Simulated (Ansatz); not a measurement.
Cost and result by functional for the adsorption energy of NH2 on the 1x1 (110) surface of 3C silicon carbide (cut with top plane C + Si), one in a 2x2 cell, started at the site 'hollow C-C-Si-Si', in Ansatz (plane waves, PAW). Single points on the PBE structure, on one kind of machine; costs are rough ratios of the slab run's core time (references not counted) to the cheapest single point. r2SCAN's cost holds its higher cutoff (500 against 420 eV). Differences are taken against r2SCAN for comparison alone: no measured value is at hand, so the table doesn't rank accuracy.

Host crystal: 3C silicon carbide, with a band gap (PBE, scalar-relativistic without spin-orbit coupling).

Set-up: 51 atoms, 7.7 Å thick at the start under the adsorbate (thin: gaps and levels are the slab's own); mesh 3x3x1; 0.01 eV smearing; dipole correction on; 24 atoms held, the rest relaxed; start symmetry kept, larger cells not searched; spin-polarised, ending with about 1.0 μB a cell; orders that need a larger cell were not tried, no spin-orbit, no U, no dispersion correction. At the end it is bonded to Si. In PBE it is, or lies within 0.03 eV of, the lowest of the starts that converged. These notes are the PBE run's. RPBE: The program's check for a lower electronic state was not made. r2SCAN: The program's check for a lower electronic state was not made. Adsorption energies are against NH3(g) − ½ H2(g). A negative adsorption energy means that the adsorbate is more stable on the surface than in its reference.

| functional | relative cost | adsorption energy (eV) | less r2SCAN (eV) |
|---|---|---|---|
| RPBE | 1 | -0.39 | 0.41 |
| r2SCAN | 2 | -0.80 | 0.00 |
| PBE (the relaxed run's value) | – | -0.54 | 0.26 |

The values span 0.41 eV, while the single points' costs differ by a factor of roughly 2. Differences are of unrounded values.

Ansatz is a quantum-chemistry and plane-wave program.
